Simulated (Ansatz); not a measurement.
# Ir, response to strain

Take Ir in the fcc (Cu type) structure (space group Fm-3m, No. 225; a = 3.8311 Å; relaxed with 0.1 eV smearing) as the base. Axes: x, y, z lie along the cube axes.

Strains are applied to the cell and any free atomic positions relax; under biaxial strain the out-of-plane vector relaxes too.

Level of theory: DFT with PBEsol, PAW potentials and a 420 eV plane-wave cutoff in Ansatz (an electronic-structure program), without spin-orbit coupling.

Notes on the quantities. energy relative to the base: free energy F; pressure: mean of the normal stresses, compression positive.

```csv
change,ratio −ε⊥/ε∥,energy relative to the base,pressure
base,–,0 meV/atom,0.0 GPa
"biaxial strain −2.50 %, plane normal [111], relaxed out of plane",0.53,+52 meV/atom,16.8 GPa
"biaxial strain −2.08 %, plane normal [111], relaxed out of plane",0.53,+35 meV/atom,[?]
"biaxial strain −1.67 %, plane normal [111], relaxed out of plane",0.52,+22 meV/atom,[?]
"biaxial strain −1.25 %, plane normal [111], relaxed out of plane",0.52,+12 meV/atom,7.8 GPa
"biaxial strain −0.83 %, plane normal [111], relaxed out of plane",0.52,[?],5.0 GPa
"biaxial strain −0.42 %, plane normal [111], relaxed out of plane",–,+1.4 meV/atom,2.5 GPa
"biaxial strain +0.83 %, plane normal [111], relaxed out of plane",0.51,+5.0 meV/atom,-4.5 GPa
"biaxial strain +1.67 %, plane normal [111], relaxed out of plane",0.51,+20 meV/atom,-8.6 GPa
"biaxial strain +2.50 %, plane normal [111], relaxed out of plane",[?],+43 meV/atom,-12.2 GPa
```

Task: Fill in the withheld entries from the trend.

Result: 
- biaxial strain −2.08 %, plane normal [111], relaxed out of plane, pressure: 13.6 GPa
- biaxial strain −1.67 %, plane normal [111], relaxed out of plane, pressure: 10.6 GPa
- biaxial strain −0.83 %, plane normal [111], relaxed out of plane, energy relative to the base: +5.4 meV/atom
- biaxial strain +2.50 %, plane normal [111], relaxed out of plane, ratio −ε⊥/ε∥: 0.50

No phonon test of stability was made. All final runs are without spin polarisation.
